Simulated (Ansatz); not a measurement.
**La2O3: response to strain**

The reference is La$_{2}$O$_{3}$ (space group P-3m1, No. 164; a = 3.906 Å, c = 6.039 Å). Axes: x lies along a and z along c of the hexagonal cell.

Strains are applied to the cell and any free atomic positions relax; under biaxial strain the out-of-plane vector relaxes too; under stress the whole cell relaxes.

The values are results of PBEsol (Ansatz, a program for electronic structure; PAW; 420 eV plane waves; spin-orbit coupling left out), earlier PAW set, not measurements.

| variant | band gap | volume per atom | gap character | width of the top valence band | smallest direct gap |
|---|---|---|---|---|---|
| base | 3.77 eV | 15.96 Å³ | indirect, L → K | 0.41 eV | 3.86 eV |
| biaxial strain −2.38 %, plane normal [001], relaxed out of plane | 3.69 eV | 15.68 Å³ | indirect, K → M | 0.55 eV | 3.83 eV |
| biaxial strain +0.13 %, plane normal [001], relaxed out of plane | 3.76 eV | 15.98 Å³ | indirect, L → K | 0.41 eV | 3.86 eV |
| biaxial strain +1.95 %, plane normal [001], relaxed out of plane | 3.58 eV | 16.17 Å³ | indirect, L → K | 0.49 eV | 3.88 eV |
| isotropic strain −4.04 % | 3.68 eV | 14.11 Å³ | indirect, K → M | 0.76 eV | 3.76 eV |
| isotropic strain −3.31 % | 3.73 eV | 14.43 Å³ | indirect, K → M | 0.67 eV | 3.79 eV |
| uniaxial strain ε_yy = +2.71 % | 3.66 eV | 16.40 Å³ | indirect, M₂ → C₂–Y₂ (17 % along) | – | 3.88 eV |
| tensor shear ε_yz = +1.21 % | 3.75 eV | 15.96 Å³ | indirect, D₂–A (21 % along) → C₂ | – | 3.86 eV |
| uniaxial stress, 0.5 GPa compression along z | 3.75 eV | 15.92 Å³ | indirect, L → K | 0.41 eV | 3.86 eV |

Stability under load was not tested beyond the relaxation. Labels are those of the standard path for the cell's own space group.
